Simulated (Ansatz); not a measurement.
Evanescent states of SiO$_{2}$ (P4_12_12, 12 atoms a cell, 14.4 Å³ an atom) along the normal of (100)

The numbers are results of r2SCAN (plane waves, PAW; Ansatz, a quantum-chemistry and plane-wave program), not measurements.

The gap is the functional's own, uncorrected, and κ follows it; spin-orbit coupling is left out. Mid-gap means the computed energy nearest the middle.

Energies count from the valence-band top; κ is the least over a 6×6 mesh across the current.

| E (eV) | κ (1/Å) | where |
|---|---|---|
| 0.14 | 0.268 | Γ |
| 0.43 | 0.414 | off Γ |
| 0.72 | 0.442 | Γ |
| 1.01 | 0.464 | Γ |
| 1.30 | 0.480 | Γ |
| 1.59 | 0.491 | Γ |
| 1.89 | 0.499 | Γ |
| 2.17 | 0.504 | Γ |
| 2.46 | 0.505 | Γ |
| 2.75 | 0.504 | Γ |
| 3.04 | 0.500 | Γ |
| 3.33 | 0.494 | Γ |
| 3.62 | 0.484 | Γ |
| 3.92 | 0.471 | Γ |
| 4.21 | 0.455 | Γ |
| 4.50 | 0.435 | Γ |
| 4.79 | 0.410 | Γ |
| 5.08 | 0.379 | Γ |
| 5.37 | 0.342 | Γ |
| 5.66 | 0.293 | Γ |
| 5.95 | 0.227 | Γ |
| 6.24 | 0.118 | Γ |

### Question
How thick must the barrier be to attenuate the transmission by 10^8 when the electrodes' Fermi level lies at 1.89 eV, and what attenuation does that film give at 0.72 eV?

### Answer
d = 8 ln 10 / (2 × 0.499) = 18.5 Å. At 0.72 eV it gives 8 × 0.442/0.499 = 7.1 decades.
